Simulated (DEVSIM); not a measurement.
Device: abrupt In0.53Ga0.47As n-p junction, at 300 K.

```
layer (left to right)        material  thickness (μm)  Nd (cm⁻³)  Na (cm⁻³)   τn (s)   τp (s)
---------------------  --------------  --------------  ---------  ---------  -------  -------
1                      In0.53Ga0.47As            17.0     2.1e16          -  3.1e-10  3.1e-10
2                      In0.53Ga0.47As            8.60          -     1.8e17  3.1e-10  3.1e-10
```

Left contact: ohmic. Right contact: ohmic. Voltage is applied to the left contact. Recombination: SRH at mid-gap. Mobility is μmin + (μ − μmin)/(1 + (N/Nref)^α).

Constants are typed, rounded textbook-type inputs, not results; the design itself was drawn at random and stands for no fabricated device. Values at 300 K.

```tsv
parameter	In0.53Ga0.47As
gap (eV)	0.74
affinity (eV)	4.51
permittivity	13.9
Nc (cm⁻³)	2.1e17
Nv (cm⁻³)	7.7e18
μn (cm²/Vs)	12000
μp (cm²/Vs)	300
μn,min	300
μp,min	10
Nref,n	1.3e17
Nref,p	4.9e17
αn	0.48
αp	0.4
```

DEVSIM, 1D drift-diffusion, Boltzmann statistics, complete ionisation; no tunnelling, impact ionisation, image-force lowering or self-heating.

The doping Nd of layer 1 was swept, all else fixed.

```
doping Nd of layer 1 (cm^-3)  largest field in the device at zero bias (V/cm)  dark forward voltage at 1 A/cm² (V)  dark forward voltage at 100 A/cm² (V)  potential step across the device at zero bias (V)
----------------------------  -----------------------------------------------  -----------------------------------  -------------------------------------  -------------------------------------------------
6.3e14                                                                  22000                                0.249                                  0.592                                              0.493
2.1e15                                                                  25000                                0.278                                  0.508                                              0.524
6.3e15                                                                      ?                                    ?                                      ?                                              0.552
2.1e16                                                                  52000                                0.335                                  0.496                                              0.583
6.3e16                                                                  83000                                0.356                                  0.505                                              0.612
```

Some entries are withheld; supply them.


- 6.3e15, largest field in the device at zero bias (V/cm): 32000
- 6.3e15, dark forward voltage at 1 A/cm² (V): 0.306
- 6.3e15, dark forward voltage at 100 A/cm² (V): 0.491
